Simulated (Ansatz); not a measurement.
Where the default PAW files enter, the runs use the earlier of Ansatz's two default sets.

Tunnelling through a barrier is set by its complex band structure: the current falls as exp(−2κd) with the smallest κ.

Consider the following.

```
CELL_PARAMETERS angstrom
      3.59510     0.00000     0.00000
      0.00000     3.59510     0.00000
      1.79755    -1.79755     2.54212
ATOMIC_POSITIONS crystal
  Li 0.00000 0.00000 0.00000
  Cl 0.50000 0.50000 0.00000
```

Space group of this cell: Fm-3m, rock salt. The cell is taken as given; by r2SCAN its mean pressure is 0.6 GPa.

Transport runs along the normal of the first two printed cell vectors, the (001) plane of the conventional cell.

The gap is the functional's own. No spin-orbit coupling. Mid-gap values are interpolated on the energy grid.

**Question.** Predict the band gap and the smallest decay constant κ at mid-gap from r2SCAN run with Ansatz (a quantum-chemistry and plane-wave program).

**Answer.** Gap 7.40 eV on a 12×12×12 mesh; κ = 0.475 1/Å, at (0.500, 0.000) of the in-plane reciprocal vectors. At the zone centre, at the nearest computed energy, the slowest state has κ = 0.53 1/Å.
